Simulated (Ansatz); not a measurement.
The cell is built on a prototype and need not be the phase stable at ambient conditions.

By PBEsol, the system below comes out a metal.

A figure of merit of an interconnect metal is its ballistic conductance per area.

Consider the following.

```yaml
crystal:
  lattice:
    - [3.54792, 0.00000, 0.00000]
    - [0.00000, 10.00471, 0.00000]
    - [0.00000, 0.00000, 3.53776]
  atoms:
    - { symbol: Al, position: [0.75000, 0.12500, 0.24998] }
    - { symbol: Al, position: [0.25000, 0.37500, 0.74998] }
    - { symbol: Al, position: [0.25000, 0.87500, 0.75002] }
    - { symbol: Al, position: [0.75000, 0.62500, 0.25002] }
    - { symbol: P, position: [0.75000, 0.87500, 0.25001] }
    - { symbol: P, position: [0.25000, 0.62500, 0.75001] }
    - { symbol: P, position: [0.25000, 0.12500, 0.74999] }
    - { symbol: P, position: [0.75000, 0.37500, 0.24999] }
```

Space group of this cell: Immm. The cell was relaxed by PBE-D3(BJ); by PBEsol its mean pressure is 1.8 GPa.

The current flows along the normal of the first two printed cell vectors. No spin-orbit coupling; the value is a mean over 0.1 eV about the Fermi level.

**Question.** Predict the ballistic conductance per area from PBEsol run with Ansatz (a quantum-chemistry and plane-wave program).

**Answer.** 0.54 × 10¹⁵ S/m² for both spins.
